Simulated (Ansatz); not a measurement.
The parent structure is LiCl in the rock salt structure (space group Fm-3m, No. 225).

```
LiCl
1.0
    0.00000     2.55614     2.55614
    2.55614     0.00000     2.55614
    2.55614     2.55614     0.00000
Cl Li
1 1
Direct
  0.00000   0.00000   0.00000
  0.50000   0.50000   0.50000
```

Cartesian axes are those of the cell as printed.

Calculations: Kohn–Sham DFT with the r2SCAN functional, run in Ansatz (an electronic-structure program) with PAW and 500 eV plane waves, no spin-orbit coupling.

For the base:

The band gap is 7.29 eV. The gap character comes out as direct at Γ.

The change: the cell is compressed by 4.98 % along x with no lateral relaxation, atoms relaxed at fixed cell.

Task: Estimate the effect on the stress, band gap and gap character.

Result: The stress (xx, yy, zz, yz, xz, xy; compression positive) is (4.14, 1.24, 1.24, 0.00, 0.00, 0.00) GPa; the band gap grows by 0.24 eV to 7.53 eV; the gap character becomes indirect, Γ → N (base: direct at Γ).

The cells carry an imposed strain or load. No phonon test of stability was made. Labels are those of the standard path for the cell's own space group.
